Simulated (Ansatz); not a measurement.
## CdSe: pressure series

Consider CdSe in the zinc blende structure (space group F-43m, No. 216; a = 6.133 Å).

Cell and atoms are relaxed at each pressure.

Method: DFT with r2SCAN, PAW potentials and a 500 eV plane-wave cutoff in Ansatz (a quantum-chemistry and plane-wave program), scalar-relativistic without spin-orbit coupling.

```json
[
 {"pressure (GPa)": "-2", "volume per atom (Å³/atom)": "30.106"},
 {"pressure (GPa)": "-1", "volume per atom (Å³/atom)": "?"},
 {"pressure (GPa)": "0", "volume per atom (Å³/atom)": "28.839"},
 {"pressure (GPa)": "0.3", "volume per atom (Å³/atom)": "28.679"},
 {"pressure (GPa)": "0.7", "volume per atom (Å³/atom)": "28.467"},
 {"pressure (GPa)": "1.5", "volume per atom (Å³/atom)": "28.071"},
 {"pressure (GPa)": "3", "volume per atom (Å³/atom)": "27.392"},
 {"pressure (GPa)": "7.5", "volume per atom (Å³/atom)": "25.776"},
 {"pressure (GPa)": "10", "volume per atom (Å³/atom)": "25.060"}
]
```

Fit the third-order Birch–Murnaghan form P(V) = (3B₀/2)[(V₀/V)^(7/3) − (V₀/V)^(5/3)]·[1 + (3/4)(B₀′ − 4)((V₀/V)^(2/3) − 1)] (squares taken in P) to the rows shown and predict the withheld row.

Least squares on the printed values gives V₀ = 28.845 Å³/atom, B₀ = 51.6 GPa, B₀′ = 4.5; this predicts 29.436 Å³/atom, and the run gives 29.438 Å³/atom, 0.002 higher.

Load acts through the strain it causes; cell and atoms are relaxed under it. No phonon test of stability was made. Tetrahedral semiconductors of this kind turn to denser phases somewhere between about 1 and 50 GPa; those were not computed, so compressed cells here can lie past the real transition.
